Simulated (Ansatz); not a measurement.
Take ZnCu₂SnS₄ (space group I-4, No. 82; a = 5.468 Å, c = 10.935 Å) as the base. Axes: x, y, z lie along a, b, c of the conventional cell.

Method: PBE in Ansatz (plane waves to 420 eV, PAW, scalar-relativistic without spin-orbit coupling).

For the base:

The volume per atom is 20.44 Å³, the pressure comes out as 0.0 GPa and the band gap is zero.

It is then changed as follows: tensile biaxial strain of 2.25 % in the plane normal to [001], as in epitaxy on a mismatched substrate; the out-of-plane cell vector and the atoms relax.

Task: What happens to the energy relative to the base?

Result: The energy increases by 5.0 meV/atom.

Task: What does the calculation give for the volume per atom after the change?

Result: The volume per atom increases by 0.347 Å³ to 20.78 Å³.

Task: What happens to the pressure?

Result: The pressure (mean of the normal stresses, compression positive) goes from zero to -1.1 GPa.

Task: What does the calculation give for the band gap after the change?

Result: The band gap is still zero.

No phonon test of stability was made. All final runs are without spin polarisation. Gaps under 0.05 eV, about the width of the smearing, are given as zero. The zero or small gap of ZnCu2SnS4 can change with the level of theory.

Ansatz is a program for electronic structure.
